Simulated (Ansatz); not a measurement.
Output of an Ansatz run (abridged):

```
WARN ansatz: RAYON_NUM_THREADS=1 ignored (pool sized by the plan → 1); use --threads N
Pseudopotentials: kind: paw
Pseudopotential: Al, paw, valence charge 3
Pseudopotential: Rh, paw, valence charge 17
Crystal: 2 atoms, lattice volume = 26.790 Å³
Basis set: ecut = 420 eV, 515 PW (Γ)
Bands: 14, of which v1, the nominal top of the filled ones, is band 10 counted from 1 (9 counted from 0)
Symmetry: 8 space group operations
Space group: P4mm (ITA 99), of the structure as read, at distance tolerance 3.0e-5 Å
k-points: 126 of 1331 (time reversal used)
PAW frozen core: Al, regenerated for the run's functional, and the local potential with it
PAW frozen core: Rh, regenerated for the run's functional, and the local potential with it
Initial density: superposition of atomic densities (neutral atoms: chi_scale 0, normalization atom), corrected by the library's trained network
Initial wavefunctions: pseudopotential atomic-orbital guess
Eigensolver: davidson
Functional: x = slater, c = lda
SCF iter   1: F=—  HF=-6793.714164 eV  |F-HF|=—  |Δ(HF+E_count)|=         —  Δρ=7.78e-3  dr2=1.24e-2  ethr=1.77e-3  ⟨swp⟩=4.8  Hψ=8751  notcnv=0
all-band conjugate gradients solve this SCF's bands
preconditioner: auto → none
SCF iter   2: F=—  HF=-6793.712185 eV  |F-HF|=—  |Δ(HF+E_count)|=   1.98e-3  Δρ=2.98e-3  dr2=8.15e-4  ethr=6.20e-5  ⟨swp⟩=1.8  Hψ=3283  notcnv=0
SCF iter   3: F=—  HF=-6793.711978 eV  |F-HF|=—  |Δ(HF+E_count)|=   2.07e-4  Δρ=7.76e-4  dr2=4.45e-5  ethr=4.08e-6  ⟨swp⟩=1.1  Hψ=1831  notcnv=0
SCF iter   4: F=—  HF=-6793.711967 eV  |F-HF|=—  |Δ(HF+E_count)|=   1.03e-5  Δρ=4.62e-5  dr2=3.95e-7  ethr=2.23e-7  ⟨swp⟩=2.3  Hψ=2322  notcnv=0
iter 5 did not close the SCF: its close was put off for the readings that it lacked (scf_convergence_deferred on its scf_iter line)
SCF iter   5: F=-6793.711967 eV  HF=-6793.711967 eV  |F-HF|=1.89e-8  |Δ(HF+E_count)|=   2.71e-8  Δρ=1.20e-5  dr2=2.90e-8  ethr=1.98e-9  ⟨swp⟩=2.3  Hψ=2557  notcnv=0
SCF iter   6: F=-6793.711967 eV  HF=-6793.711967 eV  |F-HF|=6.00e-11  |Δ(HF+E_count)|=   8.76e-9  Δρ=2.73e-6  dr2=5.27e-10  ethr=1.45e-10  ⟨swp⟩=2.1  Hψ=5927  notcnv=0
SCF 1 converged in 6 iterations: F = -6793.711967 eV  dr2 = 5.27e-10
SCF converged after 6 iterations
Free energy (F): -6793.711967 eV
Harris-Foulkes:  -6793.711967 eV  (|F-HF|=6.00e-11)
Internal energy: -6793.708834 eV  (E = F + TS)
E sigma→0 (E₀):  -6793.710401 eV
Entropy (-TS):   -0.003133 eV (-1.567 meV/atom)
Fermi energy:    16.577445 eV
--- Per-component energies (eV) ---
  E_band       = -154.810776
  E_kinetic    = 602.536936
  E_local      = -2195.036777  (includes V_loc(G=0)·N_el)
  E_nonlocal   = 371.424753
  E_hartree    = 828.217872
  E_xc         = -262.211044
  E_vxc        = -310.424200  (∫ρ·V_xc dr)
  E_paw        = -3908.172511  (= ΣΔE_a)
  E_vpaw       = -279.748384  (= ΣTr[D̂ρ^β])
  E_aug_tail   = 0.000769  (compensation charges beyond the density's cutoff)
  E_ewald      = -2231.147030
  E_core_change = 0.678199  (= ΣΔE_core)
  E_smearing   = -0.003133  (= −TS)
  E_closure    = -0.000000  (closes the sum)
  Σ components = -6793.711967   (vs F -6793.711967, Δ=0.00e0)
--- Forces (eV/Å), atoms counted from 1 ---
  atom   1  Al     0.00000000     0.00000000    -0.27323155
  atom   2  Rh    -0.00000000     0.00000000     0.27325305
  max |Σ_I F_I| component: 2.15e-5 eV/Å
--- Stress (GPa, compression-positive) ---
       -8.676632       0.000000       0.000000
        0.000000      -8.676632       0.000000
        0.000000       0.000000      -8.767909
  P = ⅓ Tr σ = -8.7071 GPa (-87.071 kbar)
  The stress holds the Pulay correction. Without it, at fixed plane waves, as pw.x and ABINIT print it: P = -8.7804 GPa
--- Band table (eV; the first three rows and the last of 126) ---
  k-point 0: bands = ["-62.1319", "-30.0668", "-30.0668", "-30.0652", "5.7749", "11.6265", "11.6291", "14.8327", "14.8364", "14.8364", "21.4536", "21.4536", "21.4570", "26.0362"]
  k-point 1: bands = ["-62.1311", "-30.0765", "-30.0659", "-30.0659", "5.9295", "11.6743", "11.6808", "14.6839", "14.6839", "14.8487", "20.6248", "21.7327", "21.7327", "25.7826"]
  k-point 2: bands = ["-62.1291", "-30.1068", "-30.0634", "-30.0634", "6.3831", "11.7737", "11.8065", "14.3159", "14.3159", "14.8919", "19.1049", "22.4793", "22.4793", "25.1293"]
  k-point 125: bands = ["-62.1039", "-30.1753", "-30.1752", "-30.1735", "10.6593", "10.7972", "10.8006", "15.8268", "15.8285", "18.2447", "18.5855", "19.4669", "19.4750", "23.3203"]
```

The structure:

```xyz
2
Lattice="2.9922 0.0000 0.0000 0.0000 2.9922 0.0000 0.0000 0.0000 2.9922" Properties=species:S:1:pos:R:3 pbc="T T T"
Al     0.0000     0.0000     0.0500
Rh     1.4961     1.4961     1.4961
```

**Question.** Reconstruct the input of this run.

**Answer.** Other spellings and defaults could give the same log, and not every line can be read from it. The input that was run (DFT, LDA (PW92), plane waves, default PAW files made with PBE):

Ansatz 0.2 input:
```yaml
crystal:
  lattice:
    - [2.992207, 0.000000, 0.000000]
    - [0.000000, 2.992207, 0.000000]
    - [0.000000, 0.000000, 2.992207]
  atoms:
    - { symbol: Al, position_ang: [0.000000, 0.000000, 0.050000] }
    - { symbol: Rh, position_ang: [1.496104, 1.496104, 1.496104] }
basis:
  ecutwfc: 420.0
kpoints:
  mp_grid: { grid: [11, 11, 11] }
hamiltonian:
  xc: lda
  pseudopotentials: { kind: paw }
scf:
  occupations: { method: gaussian, width: 0.1 }
output:
  forces: true
  eigenvalues: true
  stress: true
```

The starting cell comes from a database of computed structures (which also holds hypothetical and non-ambient phases and stackings), without a prior relaxation at this level. Its lattice was rescaled by up to half a per cent. One atom was moved a little off its site on purpose. Spin polarisation is off. With a pressure of about -9 GPa the cell is away from its equilibrium volume at this level. Ansatz's pressure includes its estimate of the finite-basis (Pulay) stress.

Ansatz is a quantum-chemistry and plane-wave program.
